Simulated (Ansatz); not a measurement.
Gap of a one-dimensional KBr body, 8 atoms a period, form 2 at several levels, all on one geometry.

```
CELL_PARAMETERS angstrom
     15.50000     0.00000     0.00000
      0.00000    15.50000     0.00000
      0.00000     0.00000     6.40655
ATOMIC_POSITIONS crystal
  K  0.64292 0.50000 0.00000
  Br 0.50000 0.65427 0.00000
  K  0.35708 0.50000 0.00000
  Br 0.50000 0.34573 0.00000
  Br 0.65427 0.50000 0.50000
  K  0.50000 0.64292 0.50000
  Br 0.34573 0.50000 0.50000
  K  0.50000 0.35708 0.50000
```

Levels: PBE (plane waves to 420 eV, PAW; Ansatz, a first-principles code); PBE with spin-orbit coupling (Ansatz); r2SCAN (plane waves to 500 eV, PAW; Ansatz); HSE06 run with Ansatz. Unmarked values and the geometry are of the first. Mesh 1×1×48. No spin polarisation. It repeats along c; a and b span vacuum. A hypothetical model. It keeps the symmetry and period of its start, so it need not be a minimum against all distortions. Values not marked SOC lack spin–orbit coupling. HSE06 ran on a 1×1×3 mesh and at PBE's edge points.

| level | gap (eV) |
|---|---|
| PBE | 4.54 |
| PBE+SOC | 4.43 |
| r2SCAN | 5.36 |
| HSE06 | ___ |

Some entries are withheld; supply them.


- HSE06, gap (eV): 5.60
